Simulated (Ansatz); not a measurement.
Response to strain in TiO2

The reference is TiO₂ in the anatase structure (space group I4_1/amd, No. 141; a = 3.739 Å, c = 9.455 Å). Axes: x, y, z lie along a, b, c of the conventional cell.

Strains are applied to the cell and any free atomic positions relax.

Computed with Ansatz (an electronic-structure program) LDA, scalar-relativistic without spin-orbit coupling.

Notes on the quantities. energy relative to the base: free energy F.

```csv
uniaxial strain ε_zz (%),energy relative to the base (meV/atom)
0,0.0
0.6,0.3
1.2,?
1.8,2.2
2.4,4.0
3,6.2
```

Fit ΔE = Aε² + Bε³ (ε in %) to the rows shown and predict the withheld row.

Least squares on the printed values gives A = 0.690 and B = -0.00026 meV/atom (largest residual 0.1 meV/atom); this predicts 1.0 meV/atom, and the run gives 1.0 meV/atom, in agreement.

No phonon test of stability was made. The final runs are not spin-polarised.
